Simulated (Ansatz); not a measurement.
**Computed paths: interstitial Si in 2H silicon carbide, charge state +4**

System: interstitial Si in 2H silicon carbide (charge state +4). The numbers are results of PBE, PAW (plane waves to 420 eV; Ansatz, an electronic-structure program), not measurements.

72-site cell at the relaxed PBE lattice, the Γ point alone, smearing 0.01 eV, spin-restricted, no finite-size correction. Static, classical nuclei. The host's phase is taken as given; its stability against other phases was not computed. The charge state is imposed; whether it is stable for some Fermi level was not computed. Sites that were not tried may lie lower.

Barriers: single points on a 2×2×2 k-point mesh shifted by half a step along c at the bands' geometries (they differ from the bands' own by up to 0.18 eV, and are uncertain by about as much).

| Route | Start site over the lowest site run (eV) | Hop (Å) | Forward barrier (eV) | Backward barrier (eV) | Neighbours at the start | Neighbours at the saddle | Saddle order | Forward, on the band's own sampling (eV) |
|---|---|---|---|---|---|---|---|---|
| several atoms move together, Si the farthest | 0.00 | 2.05 | 1.36 | 1.36 | C at 1.83, C at 1.84, 2 C at 1.99 Å | C at 1.73, C at 1.87, C at 1.90; Si at 2.13 Å | not checked | 1.21 |
| several atoms move together, Si the farthest | 0.00 | 2.52 | 2.33 | 2.33 | 3 C at 1.82 Å | 3 C at 1.84; 3 Si at 2.13 Å | not checked, on a symmetry element | 2.51 |

Paths come from nudged elastic bands with a climbing image. Of the routes that converged and passed our checks, the lowest saddle point lies 1.36 eV above the lowest of the sites run (several atoms move together, Si the farthest); other sites, such as split forms, and other routes may lie lower. A band can be held on a symmetry element, so unchecked saddle points there may be too high.

The whole set of runs took about 0.9 core-hours (a rough figure).
